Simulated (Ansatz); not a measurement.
Consider the energy change from cell B to cell A (1 Cu replaced by Pd, in a slab cell with one atom a plane). Reaction: cell B + Pd (fcc) → cell A + Cu (fcc). The sign is products less reactants.

Cell A: a stack of composition Cu5Pd2 built on Cu (fcc, Fm-3m) (111), with 5 atoms on that crystal's sites, 7 atoms, hexagonal cell of 2.57 Å (5.7 Å²), symmetry P3m1 within 0.02 Å, 13.0 Å thick under 16 Å of vacuum, in-plane vectors held at the crystal's, which may strain the added film; planes from bottom to top: Cu × 5 | Pd × 2, its two faces unlike (dipole correction applied); spin state with PBE: run without spin, k-point mesh 21×21×1.
```xyz
7
Lattice="2.5661 0.0000 0.0000 1.2830 2.2223 0.0000 0.0000 0.0000 28.5711" Properties=species:S:1:pos:R:3 pbc="T T T"
Cu     0.0000     0.0000     7.9362
Cu     1.2830     0.7408    10.0113
Cu     2.5661     1.4815    12.1009
Cu     0.0000     0.0000    14.1958
Cu     1.2830     0.7408    16.2772
Pd     2.5661     1.4815    18.5100
Pd     0.0000     0.0000    20.9674
```

Cell B: a stack of composition Cu6Pd built on Cu (fcc, Fm-3m) (111), with 6 atoms on that crystal's sites, 7 atoms, hexagonal cell of 2.57 Å (5.7 Å²), symmetry P3m1 within 0.02 Å, 12.7 Å thick under 16 Å of vacuum, in-plane vectors held at the crystal's, which may strain the added film; planes from bottom to top: Cu × 6 | Pd, its two faces unlike (dipole correction applied); spin state with PBE: run without spin, k-point mesh 21×21×1.
```
CELL_PARAMETERS angstrom
      2.56607     0.00000     0.00000
      1.28304     2.22228     0.00000
      0.00000     0.00000    28.57113
ATOMIC_POSITIONS crystal
  Cu 0.00000 0.00000 0.28023
  Cu 0.33333 0.33333 0.35289
  Cu 0.66667 0.66667 0.42598
  Cu 0.00000 0.00000 0.49936
  Cu 0.33333 0.33333 0.57266
  Cu 0.66667 0.66667 0.64568
  Pd 0.00000 0.00000 0.72319
```

Reference: Cu (fcc, Fm-3m), 1 atom in the cell, the relaxed perfect crystal repeated, atoms not moved again; spin state with PBE: run without spin, k-point mesh 21×21×22 on the run's own vectors.

Reference: Pd (fcc, Fm-3m), 1 atom in the cell, k-point mesh 26×26×26 on the run's own vectors. Conventional cell: a = b = c = 3.945 Å, α = β = γ = 90.00°.

Plane-wave PAW calculations with Ansatz (an electronic-structure program), its PAW set soft_1, cutoff 420 eV, 500 eV for r2SCAN. The structures are at rest with PBE, within the held lattices; other levels are single points on them. Neutral cells; Fermi-Dirac smearing of at most 0.10 eV in the solids, energies taken to zero width. The lattices are those relaxed with PBE or held as stated, so at other levels the solids can be strained, which adds to the spread. A dispersion term (D3(BJ), or D4 for r2SCAN) was computed beside these levels and is taken off wherever the name lacks it. No zero-point or thermal terms. The structures are the rest points that the relaxations reached, not proven lowest. No correction for cell size. Cell A has symmetry P3m1 within 0.02 Å and got no random move, so less symmetric positions, which may lie lower, weren't tried. Cell B has symmetry P3m1 within 0.02 Å and got no random move, so less symmetric positions, which may lie lower, weren't tried.

Predict the value from PBE.

0.33 eV, for cell B + Pd (fcc) → cell A + Cu (fcc).

How does the value move with the functional?


```tsv
Functional	value (eV)	less PBE
r2SCAN	0.28	-0.05
```

The levels shown span only 0.05 eV, too little to tell them apart.
